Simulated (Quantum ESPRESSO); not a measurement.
Worked example: self-consistent single point of Se (C2, 3 atoms in the cell) in Quantum ESPRESSO.

Method of the run: LDA (PZ), PSlibrary ultrasoft (LDA) pseudopotentials (plane waves; Quantum ESPRESSO).

```
Se
1.0
    2.19156    -3.79589     0.00000
    2.19156     3.79589     0.00000
    0.00000     0.00000     4.96485
Se
3
Direct
  0.00000   0.22500   0.66667
  0.78641   0.78641   0.00000
  0.22500   0.00000   0.33333
```

Reference input (self-consistent single point, DFT, LDA (PZ), plane waves, PSlibrary ultrasoft (LDA) pseudopotentials): ecutwfc = 30 Ry; ecutrho = 180 Ry; occupations = smearing; smearing = fd; degauss = 0.000734986 Ry; potentials = {Se: Se.pz-n-rrkjus_psl.1.0.0.UPF}; K_POINTS = automatic 5 5 3 0 0 0; conv_thr = 1e-10 Ry; mixing_beta = 0.3. This run's input differs from it in these lines:

```diff
@@ -29,3 +29,3 @@
 K_POINTS automatic
-5 5 3  0 0 0
+6 6 5  0 0 0
 CELL_PARAMETERS angstrom
```

Output (repeated stretches shortened):

```
     Self-consistent Calculation

     iteration #  1     ecut=    30.00 Ry     beta= 0.30

     Threshold (ethr) on eigenvalues was too large:
     Diagonalizing with lowered threshold

     total energy              =     -62.85278312 Ry
     estimated scf accuracy    <       0.02668223 Ry

     iteration #  2     ecut=    30.00 Ry     beta= 0.30

     total energy              =     -62.84947574 Ry
     estimated scf accuracy    <       0.01072878 Ry

     iteration #  3     ecut=    30.00 Ry     beta= 0.30

     total energy              =     -62.85009013 Ry
     estimated scf accuracy    <       0.00022971 Ry

   [... 5 blocks of this kind left out ...]

     iteration #  9     ecut=    30.00 Ry     beta= 0.30

     total energy              =     -62.85012524 Ry
     estimated scf accuracy    <          8.1E-10 Ry

     iteration # 10     ecut=    30.00 Ry     beta= 0.30
     End of self-consistent calculation

     the Fermi energy is     4.7652 ev

!    total energy              =     -62.85012524 Ry
     estimated scf accuracy    <          8.0E-11 Ry
     smearing contrib. (-TS)   =       0.00000000 Ry
     internal energy E=F+TS    =     -62.85012524 Ry

     convergence has been achieved in  10 iterations

     Forces acting on atoms (cartesian axes, Ry/au):

     atom    1 type  1   force =     0.01204055    0.01259678   -0.00377334
     atom    2 type  1   force =    -0.02408109    0.00000000    0.00000000
     atom    3 type  1   force =     0.01204055   -0.01259678    0.00377334

     Total force =     0.034867     Total SCF correction =     0.000016

          total   stress  (Ry/bohr**3)                   (kbar)     P=       -4.26
  -0.00004169   0.00000000   0.00000000           -6.13        0.00        0.00
   0.00000000  -0.00008477  -0.00003112            0.00      -12.47       -4.58
   0.00000000  -0.00003112   0.00003960            0.00       -4.58        5.83

   JOB DONE.
```

The run converged in 10 iterations. Against the reference run the free energy goes up by 1.3 meV/atom, the pressure hardly changes (-0.42 to -0.43 GPa), the largest force goes from 0.602 to 0.619 eV/Å and the gap on the mesh goes from 1.428 to 1.235 eV.

The starting cell has typed, rounded lattice constants, without a prior relaxation at this level. Its lattice was rescaled by up to half a per cent. One atom was moved a little off its site on purpose. Another mesh or the band path of this cell gives a smaller gap, so this value is not converged in the mesh.
